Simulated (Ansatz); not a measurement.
## TiAl3, response to strain

The reference is TiAl3 (space group I4/mmm, No. 139; a = 3.816 Å, c = 8.551 Å). Axes: x, y, z lie along a, b, c of the conventional cell.

Strains are applied to the cell and any free atomic positions relax; under biaxial strain the out-of-plane vector relaxes too.

The values are results of PBEsol, PAW, 420 eV (Ansatz, a program for electronic structure; no spin-orbit coupling), not measurements.

Notes on the quantities. pressure: mean of the normal stresses, compression positive; energy relative to the base: free energy F.

```csv
variant,pressure,energy relative to the base,shortest interatomic distance
base,0.0 GPa,0 meV/atom,2.698 Å
"biaxial strain −4.93 %, plane normal [001], relaxed out of plane",11.5 GPa,+75 meV/atom,2.565 Å
"biaxial strain +3.50 %, plane normal [001], relaxed out of plane",-5.3 GPa,+29 meV/atom,2.793 Å
"biaxial strain +4.61 %, plane normal [001], relaxed out of plane",-6.6 GPa,+49 meV/atom,2.823 Å
isotropic strain −1.83 %,6.9 GPa,+17 meV/atom,2.649 Å
isotropic strain +0.99 %,-3.1 GPa,+4.6 meV/atom,2.725 Å
```

Without a gap, meshes like the base's 17×17×17 leave anisotropic stresses uncertain by several tenths of a GPa, and small strain energies with them. Stability against distortions was not tested. The final runs are not spin-polarised.
